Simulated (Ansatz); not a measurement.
A self-consistent single point of Mn2Al2Cu (I4mm, 5 atoms in the cell) with Ansatz (a program for electronic structure).

Computed with PBEsol, PAW files made with PBE (plane waves; Ansatz).

```
Mn2Al2Cu
1.0
   -1.36859     1.36859     8.51894
    1.36859    -1.36859     8.51894
    1.36859     1.36859    -8.51894
Mn Al Cu
2 2 1
Cartesian
  0.00000   0.00000  13.85775
  0.00000   0.00000   6.60916
  0.00000   0.00000  10.05916
  0.00000   0.00000   3.70659
  0.00000   0.00000  16.88095
```
Moments meant for the start (each program seeds them in its own way; μB, in the order of the atoms Mn Mn Al Al Cu): 4.0 4.0 0.0 0.0 0.0.

Reference input (self-consistent single point, DFT, PBEsol, plane waves, PAW files made with PBE): kpoints.mp_grid.grid = 10 10 10; hamiltonian.xc = pbesol; hamiltonian.pseudopotentials = {kind: paw} (the program's default PAW files); magnetization.spin_polarized = true; scf.occupations.method = methfessel_paxton; scf.occupations.width = 0.272 eV. This run's input differs from it in these lines:

Ansatz 0.2 input:
```diff
@@ -13,3 +13,3 @@
 kpoints:
-  mp_grid: { grid: [10, 10, 10] }
+  mp_grid: { grid: [8, 8, 8], shift: [0.5, 0.5, 0.5] }
 hamiltonian:
```

Output (repeated stretches shortened):

```
SCF iter   1: F=—  HF=-15381.743508 eV  |F-HF|=—  |Δ(HF+E_count)|=         —  Δρ=2.79e-1 (↑2.79e-1 ↓2.79e-1)  dr2=1.13e2  dr2_m=2.13e1  M=1.793 μB ∫|m|=1.965 μB  β_m=0.30  ethr=3.10e-3  ⟨swp⟩=5.8  Hψ=15786  notcnv=0
Mixer restart at iter 1: flushing history
all-band conjugate gradients solve this SCF's bands
preconditioner: auto → Kerker (q_TF=auto, 2.661 Å⁻¹)
spin=Collinear: Kerker preconditioning applied to the charge; magnetization (m = ρ↑ − ρ↓) channel mixes plain (no charge-response kernel on spin).
   [... lines left out ...]
SCF iter  33: F=—  HF=-15375.566540 eV  |F-HF|=—  |Δ(HF+E_count)|=   3.18e-8  S|Δr|=    0.00e0  Δρ=7.79e-6 (↑6.84e-6 ↓7.79e-6)  dr2=1.18e-7  dr2_m=1.46e-9  M=0.682 μB ∫|m|=1.814 μB  β_m=0.73  ethr=3.13e-10  ⟨swp⟩=2.1  Hψ=5728  notcnv=0
SCF iter  34: F=-15375.566540 eV  HF=-15375.566540 eV  |F-HF|=3.33e-8  |Δ(HF+E_count)|=   1.30e-8  S|Δr|=    0.00e0  Δρ=3.62e-6 (↑3.53e-6 ↓3.62e-6)  dr2=3.71e-8  dr2_m=1.04e-9  M=0.682 μB ∫|m|=1.815 μB  ethr=1.82e-10  ⟨swp⟩=3.0  Hψ=10883  notcnv=0
SCF 1 converged in 34 iterations: F = -15375.566540 eV  dr2 = 3.71e-8
WARN: the starting moments were not kept: 1 of 2 ended reversed and 1 kept their direction, counting a site from 0.1 μB …
   [... lines left out ...]
Absolute magnetization: 1.8164 μB (∫|ρ↑−ρ↓|, with the PAW one-centre terms)
Free energy (F): -15375.566540 eV
Fermi energy:    14.017489 eV
   [... lines left out ...]
  atom   5  Cu    -0.00000000     0.00000000    -0.10391626
--- Stress (GPa, compression-positive) ---
       -2.741170       0.000000      -0.000000
        0.000000      -2.741170       0.000000
       -0.000000       0.000000      -2.913187
  P = ⅓ Tr σ = -2.7985 GPa (-27.985 kbar)
  The stress holds the Pulay correction. Without it, at fixed plane waves, as pw.x and ABINIT print it: P = -2.9608 GPa
```

The run converged in 34 iterations. Against the reference run the free energy falls by 2.0 meV/atom, the pressure stays near -2.80 GPa while the zz stress (positive for compression) goes from -3.41 to -2.91 GPa, the largest force goes from 0.348 to 0.369 eV/Å and the size of the net moment moves little (0.15 to 0.14 μB/atom).

The starting cell comes from a database of computed structures (which also holds hypothetical and non-ambient phases and stackings), without a prior relaxation at this level. The magnetic order is the one reached from the typed start; others were not searched systematically. The program warned that a starting moment was not kept. Ansatz's pressure includes its estimate of the finite-basis (Pulay) stress.

Cost on one core of a shared machine: roughly 70 s.
